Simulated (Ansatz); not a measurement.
Base system: ZrB₂ (space group P6/mmm, No. 191; relaxed with 0.1 eV smearing).

```
ZrB2
1.0
    3.17143     0.00000     0.00000
   -1.58572     2.74654     0.00000
    0.00000     0.00000     3.54182
Zr B
1 2
Direct
  0.00000   0.00000   0.00000
  0.66667   0.33333   0.50000
  0.33333   0.66667   0.50000
```

Cartesian axes are those of the cell as printed.

Calculations: plane-wave PAW DFT at the PBE level (Ansatz, a program for electronic structure, 420 eV), no SOC.

Now apply this change: uniaxial strain ε_zz = +2.50 %, all other strain components held at zero; the atoms relax in the strained cell.

**Question.** Estimate the effect on the energy relative to the base and stress.

**Answer.** The energy grows by 8.3 meV/atom; the stress (xx, yy, zz, yz, xz, xy; compression positive) comes out as (-2.7, -2.7, -10.1, 0.0, 0.0, 0.0) GPa.

Stability against distortions was not tested. All final runs are without spin polarisation.
